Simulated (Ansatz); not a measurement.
SnO2, response to strain

Start from SnO2 in the rutile structure (space group P4_2/mnm, No. 136; a = 4.7599 Å, c = 3.2008 Å). Axes: x, y, z lie along a, b, c of the conventional cell.

Strains are applied to the cell and any free atomic positions relax; under stress the whole cell relaxes.

The values are results of r2SCAN (Ansatz, a program for electronic structure), no SOC, not measurements.

Notes on the quantities. pressure: mean of the normal stresses, compression positive.

```csv
variant,hole mass,pressure,electron mass
base,"1.7 mₑ along c, 1.3 mₑ across (at Γ)",0.00 GPa,"0.19 mₑ along c, 0.22 mₑ across (at Γ)"
isotropic strain +4.99 %,[?],[?],[?]
uniaxial strain ε_xx = +0.97 %,"1.3 mₑ along x, 1.4 mₑ along y, 1.8 mₑ along z (at Γ)",-1.82 GPa,"0.19 mₑ along z, 0.22 mₑ across (at Γ)"
uniaxial strain ε_yy = −0.26 %,"1.7 mₑ along z, 1.3 mₑ across (at Γ)",0.51 GPa,"0.19 mₑ along z, 0.23 mₑ across (at Γ)"
uniaxial strain ε_yy = +3.60 %,"1.7 mₑ along x, 1.2 mₑ along y, 2.0 mₑ along z (at Γ)",-6.24 GPa,"0.18 mₑ along z, 0.22 mₑ across (at Γ)"
tensor shear ε_xy = +0.89 %,–,0.09 GPa,"0.19 mₑ along z, 0.23 mₑ across (at Γ)"
"uniaxial stress, 5 GPa compression along z","1.8 mₑ along z, 1.3 mₑ across (at Γ)",–,"0.20 mₑ along z, 0.24 mₑ across (at Γ)"
```

**Question.** Complete the table.

**Answer.** 
- isotropic strain +4.99 %, hole mass: 2.1 mₑ along c, 1.5 mₑ across (at Γ)
- isotropic strain +4.99 %, pressure: -21.47 GPa
- isotropic strain +4.99 %, electron mass: 0.13 mₑ (at Γ)

The levels and masses belong to the bands next to the band gap. Effective masses come from finite differences of ±0.01 Å⁻¹. Beyond what the load breaks, stability against distortions was not tested.
